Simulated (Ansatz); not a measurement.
TiO2, response to strain

Consider TiO$_{2}$ in the anatase structure (space group I4_1/amd, No. 141; a = 3.770 Å, c = 9.552 Å). Axes: x, y, z lie along a, b, c of the conventional cell.

Strains are applied to the cell and any free atomic positions relax; under biaxial strain the out-of-plane vector relaxes too.

All numbers come from PBEsol (Ansatz, a program for electronic structure), no SOC.

Notes on the quantities. energy relative to the base: free energy F.

| biaxial strain, plane normal [001], relaxed out of plane (%) | energy relative to the base (meV/atom) |
|---|---|
| 0 | 0.0 |
| 0.6 | 0.7 |
| 1.2 | 2.9 |
| 1.8 | 6.6 |
| 2.4 | ? |
| 3 | 18.3 |

Task: Fit ΔE = Aε² + Bε³ (ε in %) to the rows shown and predict the withheld row.

Result: Least squares on the printed values gives A = 2.03 and B = 0.0026 meV/atom (largest residual 0.0 meV/atom); this predicts 11.7 meV/atom, and the run gives 11.7 meV/atom, in agreement.

Stability against distortions was not tested. The final runs are not spin-polarised.
